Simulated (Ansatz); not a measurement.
The reference is La (space group P6_3/mmc, No. 194; relaxed with 0.1 eV smearing).

```
CELL_PARAMETERS angstrom
      3.76947     0.00000     0.00000
     -1.88474     3.26446     0.00000
      0.00000     0.00000    12.11362
ATOMIC_POSITIONS crystal
  La 0.00000 0.00000 0.00000
  La 0.00000 0.00000 0.50000
  La 0.33333 0.66667 0.25000
  La 0.66667 0.33333 0.75000
```

Cartesian axes are those of the cell as printed.

Calculations: PBE in Ansatz (plane waves to 420 eV, PAW, without spin-orbit coupling).

Now apply this change: the cell is scaled by 1.0124 in all directions, atoms relaxed at fixed cell.

Problem. Predict the stress tensor and what it implies for the stiffness.

Solution. Stress of the strained cell less that of the base (GPa, compression positive):
```
   -0.9     0.0     0.0
    0.0    -0.9     0.0
    0.0     0.0    -0.9
```

Then B = −ΔP/(ΔV/V₀) with ΔV/V₀ = 0.0377 gives secant stiffness values (nonlinear terms included at this strain): B (at held cell shape, above the free-shape value) ≈ 23 GPa.

Stability against distortions was not tested.

Ansatz is a quantum-chemistry and plane-wave program.
